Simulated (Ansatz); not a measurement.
Data:

```
CELL_PARAMETERS angstrom
      0.00000     2.06094     2.06094
      2.06094     0.00000     2.06094
      2.06094     2.06094     0.00000
ATOMIC_POSITIONS crystal
  Mg 0.00000 0.00000 0.00000
  O  0.50000 0.50000 0.50000
```

Computed with PBE, rigid bands (plane waves, PAW, scalar-relativistic; Ansatz, a program for electronic structure). Condition of this run: hydrostatic pressure of 12 GPa (compression positive) (the target of the relaxation). Cell: cell and atoms relaxed with PBEsol, then loaded as said.

Problem. What conductivity effective mass do dilute holes have at 300 K?

Solution. 2.2 mₑ.

Problem. What conductivity effective mass do dilute electrons have at 300 K?

Solution. 0.38 mₑ.

Problem. And the band gap?

Solution. 5.40 eV at this level; semilocal functionals usually fall short of the measured gap.

Rigid bands, one relaxation time for all states, no polarons. Spin-orbit coupling is left out. Geometry: cell and atoms relaxed with PBEsol.
